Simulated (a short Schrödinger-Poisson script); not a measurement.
## Symmetric double-gate stack, Si3N4 on p-type Si(110)

System: symmetric double-gate stack, Si3N4 on p-type Si(110), at 300 K.

```
layer  material  thickness (nm)  Na (cm⁻³)
-----  --------  --------------  ---------
1         Si3N4             5.3          -
2            Si              20       1e17
3         Si3N4             5.3          -
```

The device is made up for the run: typed textbook-type constants, with dimensions and the other settings drawn at random. Si3N4: permittivity 7.5, conduction-band edge (eV) 1.95, gap (eV) 5.1, electron mass (mₑ) 0.5. Si: permittivity 11.7, conduction-band edge (eV) 0, gap (eV) 1.124, Nv at 300 K (cm⁻³) 3.1e19.

Channel valleys (confinement mass, in-plane density-of-states mass, number): Δ4 0.315, 0.324, 4; Δ2 0.19, 0.417, 2. At the gates, both at one voltage, the conduction-band edge of layer 1 lies 2.47 eV − eVg above the Fermi level of the channel. Gaps are held at their typed values at every temperature. Mesh 0.03 nm at interfaces.

From a short Schrödinger-Poisson script (our own, NumPy): 1D Poisson equation in equilibrium, electrons quantum, Hartree (BenDaniel-Duke, 12 states a valley, the channel's in-plane mass for all, wave functions free to enter the dielectric), parabolic valleys, classical holes, full ionisation, no traps, pinning or gate leakage.

| Vg (V) | electrons (cm⁻²) | C (μF/cm²) | Δ4 E0 (meV) | Δ4 E1 (meV) | Δ2 E0 (meV) | Δ2 E1 (meV) |
|---|---|---|---|---|---|---|
| 0.1 | 1.94e6 | < 0.003 | 442.2 | 449.4 | 443.8 | 456.0 |
| 0.2 | 9.29e7 | < 0.003 | 342.2 | 349.4 | 343.8 | 356.0 |
| 0.3 | 4.37e9 | 0.0272 | 242.6 | 249.8 | 244.3 | 256.4 |
| 0.4 | 1.31e11 | 0.553 | 155.2 | 161.5 | 156.9 | 168.1 |
| 0.5 | 7.32e11 | 1.28 | 112.1 | 115.4 | 114.4 | 122.1 |
| 0.6 | 1.64e12 | 1.59 | 91.2 | 92.4 | 95.3 | 99.9 |
| 0.7 | 2.68e12 | 1.75 | 77.1 | 77.6 | 83.4 | 86.1 |
| 0.8 | 3.81e12 | 1.86 | 66.6 | 66.8 | 74.7 | 76.3 |
| 0.9 | 5.00e12 | 1.93 | 58.2 | 58.3 | 67.8 | 68.8 |
| 1 | 6.22e12 | 1.99 | 51.2 | 51.3 | 62.1 | 62.8 |
| 1.1 | 7.47e12 | 2.03 | 45.3 | 45.3 | 57.2 | 57.7 |
| 1.2 | 8.75e12 | 2.06 | 40.2 | 40.2 | 53.0 | 53.4 |
| 1.3 | 1.00e13 | 2.09 | 35.6 | 35.6 | 49.3 | 49.6 |
| 1.4 | 1.14e13 | 2.11 | 31.6 | 31.6 | 46.0 | 46.2 |
| 1.5 | 1.27e13 | 2.13 | 27.8 | 27.8 | 43.0 | 43.2 |
| 1.6 | 1.40e13 | 2.15 | 24.4 | 24.4 | 40.2 | 40.4 |
| 1.7 | 1.54e13 | 2.16 | 21.3 | 21.3 | 37.7 | 37.8 |
| 1.8 | 1.67e13 | 2.18 | 18.3 | 18.3 | 35.3 | 35.4 |
| 1.9 | 1.81e13 | 2.19 | 15.6 | 15.6 | 33.1 | 33.2 |
| 2 | 1.94e13 | 2.20 | 13.0 | 13.0 | 31.0 | 31.1 |

Gate voltages with under 1e6 electrons/cm² are left out.

Subbands count from the Fermi level. The capacitance is that of both gates.
